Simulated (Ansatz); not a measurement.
Take BeS in the zinc blende structure (space group F-43m, No. 216; a = 4.869 Å) as the base. Axes: x, y, z lie along the cube axes.

Computed with Ansatz (a program for electronic structure) r2SCAN, scalar-relativistic without spin-orbit coupling.

Strains are applied to the cell and any free atomic positions relax.

One change was made to it. Results:

```csv
quantity,base,after
hole mass,–,"0.35 mₑ along z, 0.53 mₑ across (at Γ)"
band gap,3.59 eV,3.31 eV
"valence-band top at Γ (three highest levels, from the VBM)","0.00, 0.00, 0.00 eV","0.00, -0.14, -0.14 eV"
```

Problem. Which of these changes matches the shifts?
A. uniaxial strain ε_zz = −1.00 %
B. uniaxial strain ε_zz = −2.50 %
C. uniaxial strain ε_zz = −2.00 %
D. uniaxial strain ε_zz = −1.50 %

Solution. B, uniaxial strain ε_zz = −2.50 %. For comparison, the band gap in the other runs: uniaxial strain ε_zz = −1.50 % gives 3.42 eV; uniaxial strain ε_zz = −2.00 % gives 3.36 eV; uniaxial strain ε_zz = −1.00 % gives 3.48 eV.

Effective masses come from finite differences of ±0.01 Å⁻¹. Whether these cells are dynamically stable was not tested.
